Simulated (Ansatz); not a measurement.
**Pressure series in MoTe2**

The reference is MoTe₂ (space group P2_1/m, No. 11; a = 6.322 Å, b = 3.491 Å, c = 14.190 Å, α = γ = 90.00°, β = 92.78°; layered, stacked along the Cartesian z axis).

Cell and atoms are relaxed at each pressure.

Calculations: Ansatz (a first-principles code) r2SCAN+rVV10, no SOC.

```
P (GPa)  V (Å³/atom)
-------  -----------
-1.00         27.330
0.30          25.797
0.69          25.471
1.50          24.926
3.00          24.202
5.00          23.475
7.50          22.765
10.00         22.186
```

Task: Fit a third-order Birch–Murnaghan equation of state.

Result: Least squares on P(V) = (3B₀/2)[(V₀/V)^(7/3) − (V₀/V)^(5/3)]·[1 + (3/4)(B₀′ − 4)((V₀/V)^(2/3) − 1)] gives V₀ = 26.04 Å³/atom, B₀ = 28 GPa and B₀′ = 11.6.

Load acts through the strain it causes; cell and atoms are relaxed under it. Whether these cells are dynamically stable was not tested. No other phases were tried under pressure. All final runs are without spin polarisation.
